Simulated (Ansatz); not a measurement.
Band structure of Tc₃Sn (P-6m2, 4 atoms in the cell).

```xyz
4
Lattice="2.8825 0.0000 0.0000 -1.4412 2.4963 0.0000 0.0000 0.0000 8.4599" Properties=species:S:1:pos:R:3 pbc="T T T"
Tc     0.0000     0.0000     4.2300
Tc     0.0000     1.6642     2.2146
Tc     0.0000     1.6642     6.2453
Sn     0.0000     0.0000     0.0000
```

Level of theory: PBEsol, PAW files (plane waves; Ansatz, a first-principles code).

Settings: kpoints.mp_grid.grid = 12 12 4; hamiltonian.xc = pbesol; hamiltonian.pseudopotentials = {kind: paw} (the program's default PAW files); scf.occupations.method = fermi_dirac; scf.occupations.width = 0.05 eV; kpoints.band_path.npoints = 8.

The starting cell comes from a database of computed structures (which also holds hypothetical and non-ambient phases and stackings), without a prior relaxation at this level. Its lattice was rescaled by a random factor within 2.5 % of one. Spin polarisation is off.

Levels in eV from the Fermi level, bands 26 to 33:
```csv
point,26,27,28,29,30,31,32,33
Γ,-2.09,-1.25,-1.25,-0.64,-0.19,-0.19,1.05,1.27
M,-1.95,-0.80,-0.54,-0.01,1.94,1.98,2.11,2.39
K,-2.30,-2.08,-1.70,0.15,0.69,0.89,0.91,1.57
A,-2.09,-1.22,-1.22,-0.61,-0.30,-0.30,0.12,1.35
L,-1.06,-0.53,-0.43,-0.34,1.44,2.00,2.25,2.44
H,-2.24,-2.13,-1.72,-0.24,0.24,1.15,1.15,2.31
```

Bands cross the Fermi level along this path, so the cell is metallic at this level.

Keys are those of Ansatz 0.2.
